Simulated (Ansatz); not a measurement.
We look at the reaction energy. Reaction: 4 Na (bcc) + TiCl4 (gas) → 4 NaCl (rock salt) + Ti (hcp). The sign is products less reactants.

NaCl (rock salt, Fm-3m), 2 atoms in the cell, k-point mesh 10×10×10 on the run's own vectors.
Space group Fm-3m (No. 225); a = b = c = 5.695 Å, α = β = γ = 90.00°

| atom | site | symmetry | x | y | z |
|---|---|---|---|---|---|
| Na | 4a | m-3m | 0.0000 | 0.0000 | 0.0000 |
| Cl | 4b | m-3m | 0.5000 | 0.5000 | 0.5000 |
(The calculation used a cell of 2 atoms; values per cell refer to that cell.)

Ti (hcp, P6₃/mmc), 2 atoms in the cell; spin state with PBE: run without spin, k-point mesh 24×24×14 on the run's own vectors. Conventional cell: a = 2.9391 Å, b = 2.9391 Å, c = 4.6556 Å, α = 90.00°, β = 90.00°, γ = 120.00°.

Na (bcc, Im-3m), 1 atom in the cell, k-point mesh 20×20×20 on the run's own vectors. Conventional cell: a = b = c = 4.1983 Å, α = β = γ = 90.00°.

An isolated TiCl4 molecule (singlet) in a box of 14 × 14 × 15 Å.

All numbers come from Ansatz (a program for electronic structure), plane waves with PAW, its default PAW set, cutoff 420 eV. The structures are at rest with PBE; other levels are single points on them. HSE06 runs on coarser k-point meshes, mended by the PBE difference between the two meshes. Some cells are metallic or hold partly filled levels, where a hybrid on a coarse mesh is less sure. Neutral cells; Fermi-Dirac smearing of at most 0.10 eV in the solids, energies taken to zero width. The lattices are those relaxed with PBE, so at other levels the solids can be strained, which adds to the spread. A dispersion term (D3(BJ), or D4 for r2SCAN) was computed beside these levels and is taken off wherever the name lacks it. Nuclei at rest; no vibrational terms. No structure search was made; lower ones may exist.

Task: Estimate the value that PBE returns for this input.

Result: -6.53 eV, for 4 Na (bcc) + TiCl4 (gas) → 4 NaCl (rock salt) + Ti (hcp).

Task: What do the other levels give, and how wide is the spread?

Result: 
```json
[
 {"Method": "HSE06", "value (eV)": "-6.84", "less PBE": "-0.31"}
]
```

The levels span 0.31 eV, from HSE06 (-6.84) to PBE (-6.53).
